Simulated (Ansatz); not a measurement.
System: interstitial Na in anatase TiO2 (charge state +1). The step: Na moves alone to another site; the atom moves 1.23 Å along (0.00, 0.00, 0.13) of the unit cell; the moving atom starts with neighbours 2 O at 2.09, 2 O at 2.15, O at 2.24 Å and ends with 2 O at 2.09, 2 O at 2.15, O at 2.24 Å. DFT values are from Ansatz (plane-wave PAW, 420 eV unless said) in a cell of 108 host sites, spin-restricted, static, with no finite-size correction. The charge state is imposed; whether it is stable for some Fermi level was not computed. Sites that were not tried may lie lower. For the PBE band: the saddle point's order was not checked, and it lies on a symmetry element of the cell, where a band can be held.

```tsv
Level	Forward barrier (eV)	Cost of the band or of the saddle's single point
CHGNet universal potential (has no charge state), its own band	0.12	-
PBE, the Γ point alone, band relaxed	0.13	about 11 core-minutes (a rough figure)
PBE, a 2×2×2 k-point mesh shifted by half a step, same geometries	0.12	about 5 core-minutes (a rough figure)
r2SCAN at 500 eV, the Γ point alone, same geometries	0.15	roughly 90 core-seconds
```

Ansatz is a quantum-chemistry and plane-wave program.
